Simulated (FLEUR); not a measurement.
Band structure of Sn (Fd-3m, 2 atoms in the cell).

```xyz
2
Lattice="0.0000 3.2445 3.2445 3.2445 0.0000 3.2445 3.2445 3.2445 0.0000" Properties=species:S:1:pos:R:3 pbc="T T T"
Sn     0.0000     0.0000     0.0000
Sn     1.6222     1.6222     1.6222
```

Method: PBE, all-electron FLAPW (FLEUR), scalar-relativistic valence run with FLEUR.

Settings: Kmax = 4.1 1/bohr; GmaxXC = 16.4 1/bohr; xcFunctional = pbe; jspins = 1; l_soc = F; mode = hist; fermiSmearingEnergy = 0.00183747 Htr; mesh (inpgen div1-3) = 9 9 9; inpgen gamma flag = false; Gmax = 16.4 1/bohr; numbands = 0; maxIterBroyd = 15; imix = Anderson; alpha = 0.05.

The starting cell has typed, rounded lattice constants, without a prior relaxation at this level. Values depend on the basis (sphere radii, cutoffs, local orbitals), which need not be converged.

Levels in eV from the Fermi level, bands 11 to 18:
| point | 11 | 12 | 13 | 14 | 15 | 16 | 17 | 18 |
|---|---|---|---|---|---|---|---|---|
| Γ | -10.59 | -0.62 | 0.10 | 0.10 | 0.10 | 2.17 | 2.17 | 2.17 |
| X | -7.50 | -7.50 | -2.45 | -2.45 | 0.84 | 0.84 | 7.74 | 7.74 |
| W | -7.44 | -7.44 | -3.03 | -3.03 | 3.44 | 3.44 | 4.05 | 4.05 |
| K | -7.90 | -7.01 | -3.36 | -2.09 | 1.12 | 3.38 | 5.78 | 6.02 |
| L | -8.97 | -6.28 | -1.11 | -1.11 | 0.01 | 3.25 | 3.25 | 5.66 |
| U | -7.90 | -7.01 | -3.36 | -2.09 | 1.12 | 3.38 | 5.78 | 6.02 |
